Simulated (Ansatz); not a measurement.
The starting structures come from a database of crystals and need not be the phases stable at ambient conditions.

Inside the gap of an insulator the Bloch states are evanescent, with a wavenumber k + iκ along the transport direction.

```yaml
crystal:
  lattice:
    - [5.10033, 0.00000, 0.00000]
    - [0.00000, 8.30578, 0.00000]
    - [0.00000, 0.00000, 10.01336]
  atoms:
    - { symbol: Rb, position: [0.75000, 0.02248, 0.82835] }
    - { symbol: Rb, position: [0.25000, 0.97752, 0.17165] }
    - { symbol: Rb, position: [0.25000, 0.47752, 0.32835] }
    - { symbol: Rb, position: [0.75000, 0.52248, 0.67165] }
    - { symbol: Rb, position: [0.75000, 0.14647, 0.42494] }
    - { symbol: Rb, position: [0.25000, 0.85353, 0.57506] }
    - { symbol: Rb, position: [0.25000, 0.35353, 0.92494] }
    - { symbol: Rb, position: [0.75000, 0.64647, 0.07506] }
    - { symbol: S, position: [0.75000, 0.24834, 0.11126] }
    - { symbol: S, position: [0.25000, 0.75166, 0.88874] }
    - { symbol: S, position: [0.25000, 0.25166, 0.61126] }
    - { symbol: S, position: [0.75000, 0.74834, 0.38874] }
```

Space group of this cell: Pnma. The cell is taken as given.

Transport runs along the normal of the first two printed cell vectors.

The gap is the functional's own. No spin-orbit coupling. Mid-gap values are interpolated on the energy grid.

Question: Predict the band gap and the smallest decay constant κ at mid-gap from r2SCAN run with Ansatz (an electronic-structure program).

Answer: Gap 2.55 eV on a 6×4×4 mesh; κ = 0.269 1/Å, at the zone centre.
